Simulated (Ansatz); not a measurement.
For CaWO₄ (I4₁/a, No. 88), LDA (Ansatz, an electronic-structure program, PAW) gives:

- lattice parameter a: 5.152 Å
- c axis length: 11.014 Å
- band gap: 4.07 eV

Problem. What does r²SCAN+rVV10 (Ansatz, PAW) give for the same quantities?

Solution. 
- lattice constant a: 5.217 Å (grows by 1.3 %)
- lattice parameter c: 11.260 Å (goes up by 2.2 %)
- band gap: 4.59 eV (increases by 0.52 eV)

For comparison: band gap 5.2 ± 0.3 eV (measured, temperature not stated, no zero-point or thermal correction, absorption, reflection, one- and two-photon excitation; as tabulated in Mikhailik et al. (2004), doi:10.1103/physrevb.69.205110).

Changes are worked out from the printed values.

Unless a cell is named, each level is at its own relaxed cell (LDA 12.18, r²SCAN+rVV10 12.77 Å³/atom).

Levels without +SOC leave out spin–orbit coupling, which shifts energies and cells of such heavy elements.

Spin–orbit coupling is included only where a level's name says +SOC; with heavier elements it mostly lowers gaps and can invert bands. Density-functional gaps are differences of (generalised) Kohn–Sham levels.

Ansatz's density-functional and Hartree–Fock values are scalar-relativistic unless marked +SOC, with PAW data made under PBE.
